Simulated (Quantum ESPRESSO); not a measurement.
Band structure of Mg₆NbZn (Amm2, 8 atoms in the cell).

```
Mg6NbZn
1.0
    4.85431     0.00000     0.00000
    0.00000     3.11311     5.41138
    0.00000    -3.11311     5.41138
Mg Nb Zn
6 1 1
Direct
  0.00000   0.82844   0.34702
  0.00000   0.34702   0.82844
  0.00000   0.33223   0.33223
  0.50000   0.67425   0.16165
  0.50000   0.16165   0.67425
  0.50000   0.16671   0.16671
  0.50000   0.67303   0.67303
  0.00000   0.81667   0.81667
```

Level of theory: PBEsol, SSSP 1.1.2 efficiency (PBE) pseudopotentials (plane waves; Quantum ESPRESSO).

Settings: ecutwfc = 50 Ry; ecutrho = 400 Ry; occupations = smearing; smearing = fd; degauss = 0.0073499 Ry; input_dft = pbesol; K_POINTS = automatic 4 4 4 0 0 0; nbnd = 29; conv_thr = 1e-10 Ry; mixing_beta = 0.7.

The starting cell comes from a database of computed structures (which also holds hypothetical and non-ambient phases and stackings), without a prior relaxation at this level. Spin polarisation is off.

Levels in eV from the Fermi level, bands 19 to 26:
| point | 19 | 20 | 21 | 22 | 23 | 24 | 25 | 26 |
|---|---|---|---|---|---|---|---|---|
| Γ | -1.90 | -1.66 | -1.11 | -0.43 | -0.39 | -0.22 | 1.04 | 1.19 |
| X | -1.10 | -1.01 | -0.79 | 0.40 | 0.83 | 1.01 | 1.15 | 1.26 |
| S | -1.10 | -0.73 | -0.52 | 0.26 | 0.49 | 0.65 | 1.44 | 1.72 |
| R | -1.82 | -1.80 | -1.37 | -0.39 | 0.23 | 0.35 | 0.77 | 1.29 |
| A | -3.25 | -0.63 | -0.30 | -0.26 | -0.14 | 0.23 | 0.47 | 2.24 |
| Z | -1.32 | -1.17 | -0.93 | -0.86 | -0.68 | -0.24 | -0.05 | -0.03 |
| Y | -1.24 | -0.75 | -0.32 | 0.26 | 0.40 | 0.48 | 1.46 | 1.98 |
| X1 | -1.10 | -1.01 | -0.79 | 0.40 | 0.83 | 1.01 | 1.15 | 1.26 |
| A1 | -3.25 | -0.63 | -0.30 | -0.26 | -0.14 | 0.23 | 0.47 | 2.24 |
| T | -2.10 | -1.93 | -1.19 | -0.32 | 0.24 | 0.33 | 0.97 | 1.29 |

Bands cross the Fermi level along this path, so the cell is metallic at this level.
